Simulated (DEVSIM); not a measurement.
Structure: Ni/Si3N4/p-GaSb capacitor, at 250 K.

| layer (left to right) | material | thickness (nm) | Na (cm⁻³) |
|---|---|---|---|
| 1 | Si3N4 | 25.0 | - |
| 2 | GaSb | 1200 | 2.5e17 |

Metal gate on the left, work function 5.1 eV. Fixed charge at the semiconductor interface -2.8e10 cm⁻² (in units of +e); interface traps 4.9e11 cm⁻² eV⁻¹, uniform in energy, neutral level at 0.5 of the gap above the valence band.

The device is made up for the run: typed textbook-type constants, with dimensions and the other settings drawn at random. Values at 300 K; Nc and Nv go as T^1.5, mobilities as T to minus their exponent, the gap by Varshni's rule with the affinity fixed.

```tsv
parameter	Si3N4	GaSb
gap (eV)	5.1	0.726
affinity (eV)	2.1	4.06
permittivity	7.5	15.7
Nc (cm⁻³)	-	2.1e17
Nv (cm⁻³)	-	1.8e19
Varshni α (eV/K)	-	0.00042
Varshni β (K)	-	140
```

Model (solved in DEVSIM): 1D Poisson equation in equilibrium, Boltzmann statistics, complete ionisation; no quantum confinement or tunnelling. Metal contacts follow the ideal Schottky-Mott rule: no Fermi-level pinning, no interface dipoles.

**Question.** Tabulate band edges, carrier densities and field at 1.4 V on the gate.

**Answer.** Energies count from the Fermi level of the right contact; mesh points crowd at the junctions.

```
x (μm)    Ec (eV)  Ev (eV)  n (cm⁻³)  p (cm⁻³)  field (V/cm)
--------  -------  -------  --------  --------  ------------
0.000       1.600   -3.500     < 1e2     < 1e2        280000
0.001316    1.637   -3.463     < 1e2     < 1e2        280000
0.003983    1.712   -3.388     < 1e2     < 1e2        280000
0.009386    1.865   -3.236     < 1e2     < 1e2        280000
0.01905     2.137   -2.963     < 1e2     < 1e2        280000
0.02271     2.240   -2.860     < 1e2     < 1e2        280000
0.02452     2.291   -2.809     < 1e2     < 1e2        280000
0.02605     0.358   -0.387     9.7e9    2.2e11        130000
0.02865     0.390   -0.355     2.2e9    9.7e11        120000
0.03432     0.453   -0.292     1.2e8    1.8e13        100000
0.04666     0.558   -0.187    900000    2.4e15         67000
0.08682     0.656   -0.088      9400    2.3e17          2300
0.1610      0.658   -0.086      8500    2.5e17           ≈ 0
0.3225      0.658   -0.086      8500    2.5e17           ≈ 0
0.7976      0.658   -0.086      8500    2.5e17           ≈ 0
1.029       0.658   -0.086      8500    2.5e17           ≈ 0
1.133       0.658   -0.086      8500    2.5e17           ≈ 0
1.183       0.658   -0.086      8500    2.5e17           ≈ 0
1.211       0.658   -0.086      8500    2.5e17           ≈ 0
1.219       0.658   -0.086      8500    2.5e17           ≈ 0
1.223       0.658   -0.086      8500    2.5e17           ≈ 0
1.225       0.658   -0.086      8500    2.5e17           ≈ 0
```
